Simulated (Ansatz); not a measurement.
InAs under load (space group F-43m), r2SCAN with spin-orbit coupling, rigid bands (Ansatz, a first-principles code). Condition of this run: hydrostatic pressure of 4.8 GPa (compression positive) (the target of the relaxation). Band gap 0.43 eV, N_c = 1.74e17 cm⁻³ and N_v = 1.25e19 cm⁻³ at 300 K, conductivity masses of 0.0406 mₑ (electrons) and 0.425 mₑ (holes). Take k_BT = 0.02585 eV.

Problem. What thermal injection velocity √(2k_BT/πm) limits a ballistic channel?

Solution. 2.67e7 cm/s for electrons and 8.25e6 cm/s for holes, a ratio of √(m_h/m_e) = 3.24, for dilute carriers.

Problem. Find the intrinsic carrier density and the intrinsic Fermi level.

Solution. n_i = √(N_c N_v) exp(−E_g/2k_BT) = 1.47e18 × exp(−8.32) = 3.6e14 cm⁻³. The level lies (k_BT/2) ln(N_v/N_c) = 55 meV from mid-gap (positive towards the conduction band). Each 0.1 eV added to the gap lowers n_i by a factor of 6.9.

Rigid bands with the computed gap; masses take one relaxation time for all states. Geometry: cell and atoms relaxed with PBEsol.
